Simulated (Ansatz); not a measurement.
A self-consistent single point of YIn₅Rh (P1, 7 atoms in the cell) with Ansatz (an electronic-structure program).

Computed with PBEsol, PAW files made with PBE (plane waves; Ansatz).

The change in words: atoms moved at random. Reference geometry:
```
CELL_PARAMETERS angstrom
      4.63782     0.00000     0.00000
      0.00000     4.63782     0.00000
      0.00000     0.00000     7.44293
ATOMIC_POSITIONS crystal
  Y  0.00000 0.00000 0.00000
  In 0.00000 0.50000 0.30143
  In 0.00000 0.50000 0.69857
  In 0.50000 0.00000 0.30143
  In 0.50000 0.00000 0.69857
  In 0.50000 0.50000 0.00000
  Rh 0.00000 0.00000 0.50000
```

Reference input (self-consistent single point, DFT, PBEsol, plane waves, PAW files made with PBE): basis.ecutwfc = 420 eV; kpoints.mp_grid.grid = 5 5 3; hamiltonian.xc = pbesol; hamiltonian.pseudopotentials = {kind: paw} (the program's default PAW files); scf.occupations.method = fermi_dirac; scf.occupations.width = 0.136 eV. This run's input differs from it in these lines:

Ansatz 0.2 input:
```diff
@@ -7,9 +7,9 @@
   atoms:
-    - { symbol: Y, position_ang: [0.000000, 0.000000, 0.000000] }
-    - { symbol: In, position_ang: [0.000000, 2.318910, 2.243522] }
-    - { symbol: In, position_ang: [0.000000, 2.318910, 5.199408] }
-    - { symbol: In, position_ang: [2.318910, 0.000000, 2.243522] }
-    - { symbol: In, position_ang: [2.318910, 0.000000, 5.199408] }
-    - { symbol: In, position_ang: [2.318910, 2.318910, 0.000000] }
-    - { symbol: Rh, position_ang: [0.000000, 0.000000, 3.721465] }
+    - { symbol: Y, position_ang: [0.003047, -0.014428, -0.029191] }
+    - { symbol: In, position_ang: [0.016362, 2.328807, 2.255342] }
+    - { symbol: In, position_ang: [0.037014, 2.353262, 5.162669] }
+    - { symbol: In, position_ang: [2.322249, 0.030188, 2.263745] }
+    - { symbol: In, position_ang: [2.217847, -0.073853, 5.214614] }
+    - { symbol: In, position_ang: [2.390170, 2.331414, -0.033329] }
+    - { symbol: Rh, position_ang: [-0.029960, 0.001336, 3.773476] }
 basis:
```

The program printed (abridged):

```
SCF iter   1: F=—  HF=-37776.623768 eV  |F-HF|=—  |Δ(HF+E_count)|=         —  Δρ=2.11e-1  dr2=2.46e2  ethr=3.10e-3  ⟨swp⟩=6.8  Hψ=8059  notcnv=0
all-band conjugate gradients solve this SCF's bands
preconditioner: auto → Kerker (q_TF=auto, 2.492 Å⁻¹)
SCF iter   2: F=—  HF=-37768.237387 eV  |F-HF|=—  |Δ(HF+E_count)|=    8.39e0  Δρ=9.94e-2  dr2=5.48e1  ethr=3.10e-3  ⟨swp⟩=3.0  Hψ=4828  notcnv=0
   [... lines left out ...]
SCF iter   8: F=—  HF=-37764.470839 eV  |F-HF|=—  |Δ(HF+E_count)|=   2.79e-5  Δρ=1.80e-4  dr2=1.51e-4  ethr=3.10e-7  ⟨swp⟩=2.0  Hψ=3660  notcnv=0
SCF iter   9: F=—  HF=-37764.470814 eV  |F-HF|=—  |Δ(HF+E_count)|=   2.46e-5  Δρ=5.18e-5  dr2=1.39e-5  ethr=1.63e-7  ⟨swp⟩=2.3  Hψ=2986  notcnv=0
SCF iter  10: F=—  HF=-37764.470831 eV  |F-HF|=—  |Δ(HF+E_count)|=   1.66e-5  Δρ=1.30e-5  dr2=8.01e-7  ethr=1.50e-8  ⟨swp⟩=2.0  Hψ=2264  notcnv=0
SCF iter  11: F=-37764.470831 eV  HF=-37764.470831 eV  |F-HF|=1.50e-8  |Δ(HF+E_count)|=   5.15e-8  Δρ=4.06e-6  dr2=6.69e-8  ethr=1.08e-10  ⟨swp⟩=7.3  Hψ=9147  notcnv=0
SCF 1 converged in 11 iterations: F = -37764.470831 eV  dr2 = 6.69e-8
Free energy (F): -37764.470831 eV
Internal energy: -37764.301419 eV  (E = F + TS)
E sigma→0 (E₀):  -37764.386125 eV
Entropy (-TS):   -0.169411 eV (-24.202 meV/atom)
Fermi energy:    12.415404 eV
--- Forces (eV/Å), atoms counted from 1 ---
  atom   1  Y     -0.03816020     0.19657635     0.20534031
  atom   2  In    -0.00383338    -0.04132010    -0.23287098
  atom   3  In    -0.23441500    -0.45608592     0.35297535
  atom   4  In    -0.09129323    -0.02396332    -0.12835029
  atom   5  In     0.75152908     0.28372675     0.05296788
  atom   6  In    -0.20362947    -0.14963898     0.12908695
  atom   7  Rh    -0.18020040     0.19070490    -0.37914256
--- Stress (GPa, compression-positive) ---
       -1.694606       0.086984       0.386913
        0.086984      -1.489405      -0.289760
        0.386913      -0.289760      -1.550251
  P = ⅓ Tr σ = -1.5781 GPa (-15.781 kbar)
  The stress holds the Pulay correction. Without it, at fixed plane waves, as pw.x and ABINIT print it: P = -1.6027 GPa
```

The run converged in 11 iterations. Against the reference run the free energy rises by 13.0 meV/atom, the pressure goes from -2.01 to -1.58 GPa and the largest force goes from 0.048 to 0.805 eV/Å.

The starting cell comes from a database of computed structures (which also holds hypothetical and non-ambient phases and stackings), without a prior relaxation at this level. For this run, on top of that: atoms moved at random. Spin polarisation is off. Ansatz's pressure includes its estimate of the finite-basis (Pulay) stress.

Cost on one core of a shared machine: roughly 30 s.
